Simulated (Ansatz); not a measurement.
We consider WSi (model structure, started from the CsCl type, Pm-3m, No. 221, 2 atoms in the cell), described by PBEsol (PAW; Ansatz, an electronic-structure program).

From the output:

```
WARN output.stress: scf.convergence.dr2_threshold = 1e-7 eV (the SCF's general default) is looser than the 2e-10 eV advised for a printed stress (1e-10 eV for …
Relaxation: its limit of steps is 80 (relax.max_steps)
Crystal: 2 atoms, lattice volume = 28.431 Å³
Basis set: ecut = 520 eV, 751 PW (Γ), exchange–correlation on 48×48×48 points (8 copies of the dense FFT grid, shifted against one another)
Bands: 13, of which v1, the nominal top of the filled ones, is band 9 counted from 1 (8 counted from 0)
Symmetry: 48 space group operations
Space group: Pm-3m (ITA 221), of the structure as read, at distance tolerance 3.1e-5 Å
k-points: 220 of 5832
Functional: x = pbesol(κ = 0.804, μ = 0.12345679012345678), c = pbesol(β = 0.046)
SCF iter   1: F=—  HF=-10877.954211 eV  |F-HF|=—  |Δ(HF+E_count)|=         —  Δρ=5.30e-3  dr2=3.51e-3
SCF iter   2: F=—  HF=-10877.954103 eV  |F-HF|=—  |Δ(HF+E_count)|=   1.08e-4  Δρ=2.99e-3  dr2=1.30e-3
  ...
SCF iter   5: F=-10877.953967 eV  HF=-10877.953967 eV  |F-HF|=7.82e-11  |Δ(HF+E_count)|=   1.55e-8  Δρ=9.39e-7  dr2=1.92e-10
SCF iter   6: F=-10877.953967 eV  HF=-10877.953967 eV  |F-HF|=3.64e-12  |Δ(HF+E_count)|=  2.55e-11  Δρ=9.51e-8  dr2=9.44e-13
SCF 1 converged in 6 iterations: F = -10877.953967 eV  dr2 = 9.44e-13
relax step   1: F+E_penalty+E_count = -10877.95396738 eV  Δ(F+E_penalty+E_count) = +0.000e0 eV  max|allowed force component| = 1.150e-30 eV/Å  Δτ_max = 0.0000 Å  (6 SCF iters, accepted)
SCF converged after 6 iterations
Free energy (F): -10877.953967 eV
Internal energy: -10877.933624 eV  (E = F + TS)
E sigma→0 (E₀):  -10877.943796 eV
Fermi energy:    17.695514 eV
--- Forces (eV/Å), atoms counted from 1 ---
  atom   1  W     -0.00000000    -0.00000000    -0.00000000
  atom   2  Si     0.00000000     0.00000000    -0.00000000
--- Stress (GPa, compression-positive) ---
       -4.663124       0.000000       0.000000
        0.000000      -4.663124       0.000000
        0.000000       0.000000      -4.663124
  P = ⅓ Tr σ = -4.6631 GPa (-46.631 kbar)
```

Q: Write an input file that could have produced this run (the log leaves some choices open).

A: One answer among several that fit: 
Ansatz 0.2 input:
```yaml
crystal:
  lattice:
    - [3.0521007846, 0.0, 0.0]
    - [0.0, 3.0521007846, 0.0]
    - [0.0, 0.0, 3.0521007846]
  atoms:
    - { symbol: W, position: [0.0, 0.0, 0.0] }
    - { symbol: Si, position: [0.5, 0.5, 0.5] }
basis:
  ecutwfc: 520
  ecutrho_ratio: 4
  xc_grid: 2
kpoints:
  mp_grid: { grid: [18, 18, 18] }
hamiltonian:
  xc: pbesol
  dispersion: none
  pseudopotentials: { kind: paw }
scf:
  occupations: { method: fermi_dirac, width: 0.05 }
output:
  forces: true
  stress: true
  eigenvalues: true
relax:
  f_tol: 0.004
  escape_saddle: false
  max_steps: 80
```

The cell is one volume of an energy–volume scan, off the minimum.

The PAW data were made under PBE.

Note: the run has no spin polarisation, so it can have missed a magnetic state. Note: the relaxation could raise the start's symmetry but not lower it, so the cell can be a saddle point.

A model structure was made by putting elements into a prototype or built by hand; it is no filed structure, need not be a known phase, and can be a saddle point held by its symmetry.
